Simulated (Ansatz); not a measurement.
End structure of a constructed model of the (111) surface of fcc Au, a layer of V in place of the second plane (bottom of the slab: a bare face, its two planes held):

```
CELL_PARAMETERS angstrom
      2.93959     0.00000     0.00000
     -1.46980     2.54576     0.00000
      0.00000     0.00000    28.50000
ATOMIC_POSITIONS crystal
  Au 0.33333 0.66667 0.28588
  Au 0.66667 0.33333 0.37010
  Au 0.00000 0.00000 0.45439
  Au 0.33333 0.66667 0.53991
  V  0.66667 0.33333 0.61509
  Au 0.00000 0.00000 0.69044
```

Model: 6-atom slab, 12.2 Å thick at the start, 15x15x1 mesh, Fermi-Dirac 0.1 eV, dipole correction, 2 atoms held, the rest relaxed; start symmetry kept, larger cells not searched; spin-polarised, ending with about 0.6 μB a cell; orders that need a larger cell were not tried, no spin-orbit, no U. It is one candidate, not shown to be the stable structure of the face.

Problem. What is the computed work function of the top face (PBE in Ansatz, an electronic-structure program)?

Solution. 4.38 eV
